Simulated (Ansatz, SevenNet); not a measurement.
For AlB2-type HfB2, the machine-learned potential SevenNet-0 (trained on PBE and PBE+U data) gives:

- equilibrium lattice constant a: 3.142 Å
- lattice parameter c: 3.496 Å

### Question
What does Hartree–Fock (plane waves, PAW; Ansatz, a quantum-chemistry and plane-wave program) give for the same quantities?

### Answer

- lattice constant a: 3.175 Å (grows by 1.1 %)
- lattice parameter c: 3.577 Å (goes up by 2.3 %)

For comparison: lattice constant a 3.14 Å (measured, temperature not stated, copied from a table, unchecked, no zero-point or thermal correction; as tabulated in Journal of Nuclear Materials 21, 14 (1967)); lattice parameter c 3.48 Å (measured, temperature not stated, copied from a table, unchecked, not corrected to a static lattice; as tabulated in Journal of Nuclear Materials 21, 14 (1967)).

Changes are worked out from the printed values.

Unless a cell is named, each level is at its own relaxed cell (SevenNet-0 9.96, Hartree–Fock 10.41 Å³/atom).

Levels without +SOC leave out spin–orbit coupling, which shifts energies and cells of such heavy elements.

Ansatz's density-functional and Hartree–Fock values are scalar-relativistic unless marked +SOC, with PAW data made under PBE.
